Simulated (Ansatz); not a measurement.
A calculation on fluorite PtAl2 returned lattice constant a 5.980 Å, bulk modulus 124 GPa, formation enthalpy -0.882 eV/atom.

For reference: lattice constant a 5.91 Å (measured, temperature not stated, copied from a table, unchecked, not corrected to a static lattice; as tabulated in Crystal Structures 1, 239 (1963)).

Which level of theory produced these numbers?
(A) PBE-D4 (Ansatz, an electronic-structure program)
(B) HSE06 (Ansatz)
(C) r²SCAN+rVV10 (Ansatz)
(D) RPBE (Ansatz)

D, RPBE (Ansatz)

The others give: r²SCAN+rVV10 5.892 Å, 144 GPa, -0.928 eV/atom; HSE06 5.905 Å, 140 GPa, -1.001 eV/atom; PBE-D4 5.889 Å, 140 GPa, -0.829 eV/atom.

Unless a cell is named, each level is at its own relaxed cell (HSE06 17.15, PBE-D4 17.02, r²SCAN+rVV10 17.04, RPBE 17.82 Å³/atom).

The crystal itself was run without spin with r²SCAN+rVV10, HSE06, PBE-D4, RPBE; a magnetic state was not tried in these runs.

Caveats: exact exchange on metals is sensitive to the k mesh and can open a false gap (HSE06); the run warned that the count of filled bands differs between k points (HSE06). Ansatz's density-functional and Hartree–Fock values are scalar-relativistic unless marked +SOC, with PAW data made under PBE.
